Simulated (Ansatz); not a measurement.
Pressure series in CdS

Take CdS in the zinc blende structure (space group F-43m, No. 216; a = 5.9271 Å) as the base.

Cell and atoms are relaxed at each pressure.

All numbers come from PBE, PAW, 420 eV (Ansatz, an electronic-structure program; no spin-orbit coupling), earlier PAW set.

Candidates:
(a) pressure 75 GPa
(b) pressure 3 GPa
(c) pressure −2 GPa

For the base:

The band gap comes out as 1.04 eV.

### Question
Order them by band gap, lowest first.

### Answer
(c) pressure −2 GPa (0.95 eV), (b) pressure 3 GPa (1.15 eV), (a) pressure 75 GPa (1.78 eV)

Load acts through the strain it causes; cell and atoms are relaxed under it. Whether these cells are dynamically stable was not tested. Tetrahedral semiconductors of this kind turn to denser phases somewhere between about 1 and 50 GPa; those were not computed, so compressed cells here can lie past the real transition.
